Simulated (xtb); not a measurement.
xtb 6.7.1, GFN2-xTB: CN(C)[SiH2]S[SiH](Cl)Cl, 17 atoms. The geometry is a generated start, not checked to be a minimum at this level.

```yaml
method: GFN2-xTB
"--acc": 1 (default)
"--etemp (K)": 300 (default)
detailed input (--input): "none: ANC optimiser, Lindh (1995) Hessian, microcycle=20, maxdispl=1.0, hlow=0.01 (default)"
basis_functions: 71
valence_electrons: 50
```

```xyz
17

Si     3.4580    -0.1227     0.8846
Cl     3.9241    -1.3648    -0.6337
Cl     4.0663     1.7292     0.3726
S      1.3846    -0.1626     1.3663
Si     0.3888     0.0359    -0.5533
N     -1.2671    -0.1329    -0.1892
C     -2.2188    -0.3394    -1.2511
C     -1.8886     0.3772     1.0138
H      4.1059    -0.5502     2.1037
H      0.8500     1.3155    -1.1126
H      0.7726    -1.0900    -1.3980
H     -3.0324    -0.9770    -0.8955
H     -1.7355    -0.8317    -2.0932
H     -2.6487     0.6071    -1.5964
H     -2.3547     1.3526     0.8379
H     -1.1425     0.4745     1.7976
H     -2.6620    -0.3205     1.3465
```

The structure is relaxed from this start with --opt LEVEL for the levels crude, sloppy, loose, lax, normal, tight, vtight, extreme, once each. Up to the end of the extreme run atoms move by at most 0.69 Å along an axis.

Question: Which level is enough to come within 5 meV of the tightest end point?

Answer: normal: 17 cycles against 56, ending 1.7 meV above.

```csv
level,cycles,energy above the extreme run (meV),gradient norm (eV/Å)
crude,1,9.2,0.18
sloppy,1,9.2,0.18
loose,1,9.2,0.18
lax,4,7.3,0.12
normal,17,1.7,0.050
tight,34,0.15,0.0053
vtight,44,0.047,0.0025
extreme,56,—,0.00096
```
